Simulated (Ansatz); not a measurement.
## Re: stress against strain

Re (hcp, P6_3/mmc, 14.957 Å³/atom at rest, c along z) under a strain ε along c (axis z), the other axes held. PBE in Ansatz, a plane-wave DFT program (PAW, default set), 420 eV, 24×24×13 Γ-centred mesh, Fermi-Dirac smearing 0.10 eV; ions are relaxed within the symmetry of each cell. Stress is positive for a compressed cell.

Here s stands for strain and y for stress zz.

```csv
strain (%),stress zz (GPa)
-3.00,?
-1.50,10.31
-1.00,6.77
-0.50,3.33
0.00,0.00
0.50,-3.24
1.00,-6.36
1.50,-9.38
```

Task: Fit y against s with a straight line, and predict the withheld value at s = -3.00.

Result: Means: s 0, y 0.204. About the means, the sum of products is -45.950 and the sum of squares of s is 7.0000; the slope is their ratio. Least squares gives y = 0.204 - 6.5643·s. Residuals (row less fit): 0.260, 0.002, -0.156, -0.204, -0.162, 0.000, 0.262; standard error 0.214 (degrees of freedom: 5). The slope gives the elastic constant C33 = 656 ± 8 GPa. At the withheld row, y = 0.204 - 6.5643 × (-3.0) = 19.897 GPa. The calculation gives 21.63 GPa, 1.733 GPa above the prediction (5.6 % of the range of y in the table). The row lies outside the fitted rows, so this is an extrapolation. From the scatter of the fitted rows alone, a prediction at this place has a standard error of 0.333 GPa, so the miss is 5.2 times that.

One order more, fitted to all 13 runs of the series, follows each within 0.02, so the miss is the next term of a smooth law. In a metal these values are sensitive to mesh and smearing; energies are taken to zero smearing, stresses follow the free energy. Rows are the converged runs of the series near zero and its far end; series whose fitted rows scatter by over a few per cent of the range, as at a crossing or softening among them, aren't shown in this form. Most that stay on the fit to the last digits aren't either.
